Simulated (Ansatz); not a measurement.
## Antifluorite K2S

Computed with revPBE (Ansatz, a program for electronic structure, PAW).

Settings: plane-wave cutoff 520 eV, 8×8×8 k mesh, Fermi–Dirac smearing 0.01 eV, scalar-relativistic PAW data made under PBE.

Cell (relaxed at this level):

```cif
data_K2S
_chemical_formula_sum 'K2 S1'
_space_group_name_H-M_alt 'P 1'
_space_group_IT_number 1
_cell_length_a 5.37039
_cell_length_b 5.37039
_cell_length_c 5.37039
_cell_angle_alpha 60.000
_cell_angle_beta 60.000
_cell_angle_gamma 60.000
loop_
_space_group_symop_operation_xyz
  'x, y, z'
loop_
_atom_site_label
_atom_site_type_symbol
_atom_site_fract_x
_atom_site_fract_y
_atom_site_fract_z
_atom_site_occupancy
K1 K 0.25000 0.25000 0.25000 1
K2 K 0.75000 0.75000 0.75000 1
S1 S 0.00000 0.00000 0.00000 1
```

| Quantity | Value |
|---|---|
| bulk modulus B0 | 15.9 GPa |
| band gap | 2.42 eV (indirect) |
| smallest direct gap on the k points sampled | 2.55 eV |
| pressure derivative B′ of the bulk modulus | 4.3 |

Computed values are for the static lattice.

Computing time: roughly 40 core-seconds.
